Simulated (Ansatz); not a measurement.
Start from Rh in the fcc (Cu type) structure (space group Fm-3m, No. 225).

```
CELL_PARAMETERS angstrom
      0.00000     1.91513     1.91513
      1.91513     0.00000     1.91513
      1.91513     1.91513     0.00000
ATOMIC_POSITIONS crystal
  Rh 0.00000 0.00000 0.00000
```

Calculations: PBE in Ansatz (plane waves to 420 eV, PAW, scalar-relativistic without spin-orbit coupling), earlier PAW set.

Before the change:

| Property | Result |
|---|---|
| Density | 12.16 g/cm³ |
| Shortest interatomic distance | 2.708 Å |

One thing is altered: cell and atoms relaxed at a pressure of 30 GPa.

What happens to the density and shortest interatomic distance?

The density rises by 1.174 g/cm³ to 13.34 g/cm³; the shortest interatomic distance shrinks by 0.0819 Å, from 2.708 Å to 2.627 Å.

Load acts through the strain it causes; cell and atoms are relaxed under it. Stability against distortions was not tested. Competing high-pressure phases were not computed. All final runs are without spin polarisation.

Ansatz is a quantum-chemistry and plane-wave program.
